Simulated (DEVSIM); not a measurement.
Device: Schottky contact on n-type Ge, at 250 K.

Layer 1 from the left is Ge, thickness (μm) 1.40, Nd (cm⁻³) 2.3e17, τn (s) 7e-6, τp (s) 7e-6.

Left contact: Schottky, work function 4.45 eV, emission velocity 1.9e6 cm/s. Right contact: ohmic. Voltage is applied to the left contact. Recombination: SRH at mid-gap, radiative, Auger. Mobility is μmin + (μ − μmin)/(1 + (N/Nref)^α).

This is a model device: material constants are rounded textbook-type values typed into the input, and sizes, dopings and lifetimes were drawn at random. Values at 300 K; Nc and Nv go as T^1.5, mobilities as T to minus their exponent, the gap by Varshni's rule with the affinity fixed.

Ge: gap (eV) 0.664, affinity (eV) 4, permittivity 16, Nc (cm⁻³) 1.04e19, Nv (cm⁻³) 6e18, μn (cm²/Vs) 3900, μp (cm²/Vs) 1900, μn,min 150, μp,min 100, Nref,n 2.6e17, Nref,p 4e17, αn 0.56, αp 0.6, T exponent of μn 1.66, T exponent of μp 2.33, B (cm³/s) 6.4e-14, Cn (cm⁶/s) 1e-31, Cp (cm⁶/s) 1e-31, Varshni α (eV/K) 0.000477, Varshni β (K) 235.

Problem. Estimate by hand the built-in potential, the peak field at zero bias, and compare with a numerical solution.

Solution. 
- Built-in potential: barrier φB = 0.450 eV; Vbi = φB − kT/q ln(N_band/N) = 0.374 V; numerical 0.374 V.
- Peak field at zero bias: depletion approximation: W = √(2εVbi/(qN)) = 0.0536 μm with N = 2.30e17 cm⁻³; field = 2Vbi/W = 139000 V/cm; numerical 134000 V/cm (estimate above by 4.0 %).

Simulated with DEVSIM: 1D drift-diffusion, Boltzmann statistics, complete ionisation; no tunnelling, impact ionisation, image-force lowering or self-heating. Metal contacts follow the ideal Schottky-Mott rule: no Fermi-level pinning, no interface dipoles.
